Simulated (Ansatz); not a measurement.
**GaN: biaxial strain +1.00 %, plane normal [001], relaxed out of plane**

Base system: GaN in the zinc blende structure (space group F-43m, No. 216; a = 4.455 Å). Axes: x, y, z lie along the cube axes.

Modification: tensile biaxial strain of 1.00 % in the plane normal to [001], as in epitaxy on a mismatched substrate; the out-of-plane cell vector and the atoms relax.

The values are results of Ansatz (an electronic-structure program), LDA, PAW, cutoff 420 eV, spin-orbit coupling left out, not measurements. Settings: 13×13×13 k-points, 0.05 eV Fermi–Dirac smearing.

```tsv
quantity	base	changed	shift
space group	F-43m (No. 216)	I-4m2 (No. 119)	–
shortest interatomic distance	1.929 Å	1.935 Å	+0.006 Å
energy relative to the base (free energy F)	0 meV/atom	+1.8 meV/atom	+1.8 meV/atom
pressure (mean of the normal stresses, compression positive)	0.00 GPa	-1.76 GPa	-1.76 GPa
band gap	1.96 eV	1.83 eV	-0.122 eV
gap character	direct at Γ	direct at Γ	–
electron mass	0.18 mₑ (at Γ)	0.17 mₑ (at Γ)	–
hole mass	–	0.17 mₑ out of plane, 0.84 mₑ in plane (at Γ)	–
valence-band top at Γ (three highest levels, from the VBM)	0.00, 0.00, 0.00 eV	0.00, -0.10, -0.10 eV	–
valley order (the lowest conduction-band minima on the path, energy above the VBM, named in the base's zone)	Γ 1.96 eV; X along ⟨100⟩ 3.27 eV	Γ 1.83 eV; X along [001] 3.11 eV; X along [100] 3.25 eV	–
out-of-plane strain	–	-1.11 %	–
ratio −ε⊥/ε∥	–	1.11	–
mean in-plane stress (compression positive)	–	-2.6 GPa	–
```

Final structure (turned so that z lies along the plane normal):

```
CELL_PARAMETERS angstrom
      3.18193     0.00000     0.00000
      0.00000     3.18193     0.00000
      1.59096    -1.59096     2.20293
ATOMIC_POSITIONS crystal
  Ga 0.00000 0.00000 0.00000
  N  0.75000 0.75000 0.50000
```

Effective masses come from finite differences of ±0.01 Å⁻¹. Stability against distortions was not tested. This is not the structure that GaN has at room temperature and ambient pressure. k-point labels follow each cell's own Brillouin zone.
